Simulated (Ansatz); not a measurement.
The starting structures come from a database of crystals and need not be the phases stable at ambient conditions.

## Evanescent states of MgBr2 (P-3m1, CdI2 type, not sure to be the ambient phase, 3 atoms a cell, 26.4 Å³ an atom) along the normal of (100)

Computed with r2SCAN (plane waves, PAW; Ansatz, an electronic-structure program).

No gap correction and no spin-orbit coupling; mid-gap values are interpolated between computed energies.

Energies count from the valence-band top; κ is the least over a 8×6 mesh across the current.

```csv
E (eV),κ (1/Å),where
0.12,0.148,Γ
0.36,0.196,Γ
0.60,0.229,Γ
0.84,0.253,Γ
1.08,0.271,Γ
1.32,0.285,Γ
1.56,0.295,Γ
1.80,0.302,Γ
2.04,0.307,Γ
2.28,0.309,Γ
2.52,0.309,Γ
2.76,0.307,Γ
3.00,0.302,Γ
3.24,0.296,Γ
3.48,0.286,Γ
3.72,0.274,Γ
3.96,0.259,Γ
4.20,0.240,Γ
4.44,0.216,Γ
4.68,0.185,Γ
4.92,0.142,Γ
5.16,0.063,Γ
```

### Question
How thick must the barrier be to attenuate the transmission by 10^6 when the electrodes' Fermi level lies at 5.16 eV, and what attenuation does that film give at 4.92 eV?

### Answer
d = 6 ln 10 / (2 × 0.063) = 109.6 Å. At 4.92 eV it gives 6 × 0.142/0.063 = 13.5 decades.
